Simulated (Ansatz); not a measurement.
Worked calculations on one periodic cell of amorphous Si₂₄O₅₀Ti: Si24O50Ti, 75 atoms, volume 1126.7 Å³, made by a melt-quench on the CHGNet potential and relaxed with DFT. O atoms were pushed apart under 1.9 Å during the dynamics, to hinder bonds among them. It is a model cell: composition and starting density were chosen by hand, and all elements were melted together. Cycles of charging were run to anneal it. Calculation: PBE, scalar-relativistic without spin-orbit coupling (plane waves to 420 eV, PAW; Ansatz, a quantum-chemistry and plane-wave program). Sampling: a 2×2×2 Γ-centred mesh; Fermi-Dirac width 0.02 eV; no spin polarisation. Its volume was held where the quench left it, its shape was free, and it stands at a mean pressure of 0.3 GPa with stress components up to 0.3 GPa; the relaxation ran on the zone centre alone. Its density went from a set 2.24 to 2.24 g/cm³. The cell is small and was quenched far faster than a real film, so it is one sample of the glass.

**Question.** Count formal charges (Si +4, O -2, Ti +4). What does the count lead one to expect at the Fermi level, and what does the calculation give?

**Answer.** 24 × (+4) + 50 × (-2) + 1 × (+4) = 0. The charges balance, so the anion-derived valence states can be full and a gap can open. On this mesh the highest filled and lowest empty level lie 3.07 eV apart; localised defect or tail levels set that (at the zone centre the more localised edge state sits most on one Ti atom with neighbours O 1.76 Å, O 1.81 Å, O 1.84 Å, O 1.85 Å), and the nearest spread-out levels lie 5.0 eV apart.

Four energies for an added electron at PBE on the zone centre alone (charged cells in a uniform background, spin-polarised): neutral at the neutral geometry -46206.355 eV; charged at the neutral geometry -46200.619 eV; charged and relaxed -46200.854 eV; neutral at the charged geometry -46205.891 eV.

**Question.** Find the two relaxation energies and their sum, the reorganisation energy.

**Answer.** On charging: -46200.619 − (-46200.854) = 0.235 eV. On discharging: -46205.891 − (-46206.355) = 0.464 eV. The sum is 0.699 eV. The carrier's level spreads over 3 of the 75 atoms' worth, so it counts as localised, most on one Ti atom with neighbours O 1.76 Å, O 1.81 Å, O 1.84 Å, O 1.85 Å (neutral geometry). The values are uncorrected: the image energy of a point charge in this cell, 2.84 × 14.40 / (2 × 10.4) = 2.0 eV before screening, is screened by electrons alone at the fixed geometry and by ions too after relaxing, and the carrier can be spread before it relaxes, so each term can be off by up to that value times 1/ε∞, some tenths of an eV. PBE's self-interaction favours spread-out carriers, so a hybrid can localise more.

Four energies for a hole at PBE on the zone centre alone (charged cells in a uniform background, spin-polarised): neutral at the neutral geometry -46206.355 eV; charged at the neutral geometry -46207.870 eV; charged and relaxed -46208.158 eV; neutral at the charged geometry -46205.956 eV.

**Question.** Find the two relaxation energies and their sum, the reorganisation energy.

**Answer.** On charging: -46207.870 − (-46208.158) = 0.288 eV. On discharging: -46205.956 − (-46206.355) = 0.399 eV. The sum is 0.687 eV. The carrier's level spreads over 6 of the 75 atoms' worth, so it counts as partly localised, most on one O atom with neighbours Si 1.58 Å, Si 1.76 Å (neutral geometry). The values are uncorrected: the image energy of a point charge in this cell, 2.84 × 14.40 / (2 × 10.4) = 2.0 eV before screening, is screened by electrons alone at the fixed geometry and by ions too after relaxing, and the carrier can be spread before it relaxes, so each term can be off by up to that value times 1/ε∞, some tenths of an eV. PBE's self-interaction favours spread-out carriers, so a hybrid can localise more.
